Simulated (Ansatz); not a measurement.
## KScMo2O8: pressure 10 GPa

The reference is KScMo₂O₈ (space group P-3m1, No. 164; a = 5.793 Å, c = 7.169 Å; a cell from a computed database, its experimental status unchecked).

Now apply this change: a hydrostatic pressure of 10 GPa.

Computed with r2SCAN (Ansatz, a program for electronic structure, PAW, no SOC). k-mesh 6×6×4 (Γ-centred); smearing 0.05 eV (Fermi–Dirac).

- Lattice parameter a: 5.603 Å (base 5.793 Å)
- c/a ratio: 1.160 (base 1.237)
- Shortest interatomic distance: 1.729 Å (base 1.721 Å)
- Enthalpy H = E + PV relative to the base's energy: +0.98 eV/atom
- Band gap: 4.15 eV (base 4.11 eV)
- Gap character: direct at Γ (base direct at Γ)
- Valence-band top at Γ (three highest levels, from the VBM): 0.00, -0.12, -0.12 eV (base 0.00, -0.17, -0.17 eV)

Final structure:

```yaml
crystal:
  lattice:
    - [5.60270, 0.00000, 0.00000]
    - [-2.80135, 4.85208, 0.00000]
    - [0.00000, 0.00000, 6.50095]
  atoms:
    - { symbol: K, position: [0.00000, 0.00000, 0.50000] }
    - { symbol: Sc, position: [0.00000, 0.00000, 0.00000] }
    - { symbol: Mo, position: [0.33333, 0.66667, 0.28713] }
    - { symbol: Mo, position: [0.66667, 0.33333, 0.71287] }
    - { symbol: O, position: [0.32776, 0.16388, 0.80728] }
    - { symbol: O, position: [0.67224, 0.83612, 0.19272] }
    - { symbol: O, position: [0.83612, 0.16388, 0.80728] }
    - { symbol: O, position: [0.16388, 0.83612, 0.19272] }
    - { symbol: O, position: [0.83612, 0.67224, 0.80728] }
    - { symbol: O, position: [0.16388, 0.32776, 0.19272] }
    - { symbol: O, position: [0.33333, 0.66667, 0.55315] }
    - { symbol: O, position: [0.66667, 0.33333, 0.44685] }
```

Load acts through the strain it causes; cell and atoms are relaxed under it. Whether these cells are dynamically stable was not tested. No other phases were tried under pressure. All final runs are without spin polarisation.
